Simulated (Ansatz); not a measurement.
The starting structures come from a database of crystals and need not be the phases stable at ambient conditions.

By PBEsol, the system below comes out a metal.

Given:

```
CELL_PARAMETERS angstrom
      3.35453     0.00000     0.00000
     -1.67727     2.90511     0.00000
      0.00000     0.00000     5.47016
ATOMIC_POSITIONS crystal
  Sb 0.33333 0.66667 0.25000
  Sb 0.66667 0.33333 0.75000
```

Space group of this cell: P6_3/mmc, hcp (Mg type). The cell is taken as given; by PBEsol its mean pressure is -1.3 GPa.

These are PBEsol (plane waves, PAW; Ansatz, a program for electronic structure) values and carry that method's errors.

The current runs along the normal of the first two printed vectors; no spin-orbit coupling. Scaled by the factor s: all lengths (ions clamped). The meshes follow the cell: 24×24×12 and 36×36 across at s = 0.98, 24×24×12 and 36×36 across at s = 1.00, 24×24×10 and 36×36 across at s = 1.02.

```json
[
 {"s": "0.98", "mean pressure (GPa)": "3.0", "ballistic conductance per area (both spins) (× 10¹⁵ S/m²)": "?"},
 {"s": "1.00", "mean pressure (GPa)": "-1.3", "ballistic conductance per area (both spins) (× 10¹⁵ S/m²)": "1.19"},
 {"s": "1.02", "mean pressure (GPa)": "-4.5", "ballistic conductance per area (both spins) (× 10¹⁵ S/m²)": "1.09"}
]
```

Q: Take the slope of the ballistic conductance per area (both spins) against ln s from the two given rows, extrapolate to s = 0.98, and say what the run there gives.

A: Slope = (1.09 − 1.19) / ln 1.02 = -5.05 × 10¹⁵ S/m². The line gives 1.19 + (-5.05) × ln 0.98 = 1.29 × 10¹⁵ S/m². The run gives 1.25 × 10¹⁵ S/m², 0.04 × 10¹⁵ S/m² under the line, 41 % of the predicted step.
